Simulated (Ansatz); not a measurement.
# Ti under a change: tensor shear ε_xz = +2.00 %

Start from Ti in the hcp (Mg type) structure (space group P6_3/mmc, No. 194; a = 2.864 Å, c = 4.537 Å; relaxed with 0.1 eV smearing). Axes: x lies along a and z along c of the hexagonal cell.

One thing is altered: tensor shear ε_xz = +2.00 % (engineering shear γ = 0.0400), atoms relaxed at fixed cell.

Level of theory: LDA in Ansatz (plane waves to 420 eV, PAW, spin-orbit coupling left out). Settings: 23×23×13 k-points, 0.1 eV Fermi–Dirac smearing.

Volume per atom: 16.11 Å³ (base 16.12 Å³)
Space group: C2/c (No. 15) (base P6_3/mmc (No. 194))
Shortest interatomic distance: 2.761 Å (base 2.807 Å)
Energy relative to the base (free energy F): +2.7 meV/atom
Pressure (mean of the normal stresses, compression positive): 0.0 GPa (base 0.0 GPa)
Band gap: zero (base zero)
Stress (xx, yy, zz, yz, xz, xy; compression positive): (0.1, -0.1, 0.0, 0.0, -1.3, 0.0) GPa

Final structure:

```
CELL_PARAMETERS angstrom
      2.86439     0.00000     0.05729
     -1.43219     2.48063    -0.02864
      0.09075     0.00000     4.53728
ATOMIC_POSITIONS crystal
  Ti 0.66667 0.33333 0.75000
  Ti 0.33333 0.66667 0.25000
```

The cells carry an imposed strain or load. No phonon test of stability was made. The final runs are not spin-polarised.

Ansatz is a first-principles code.
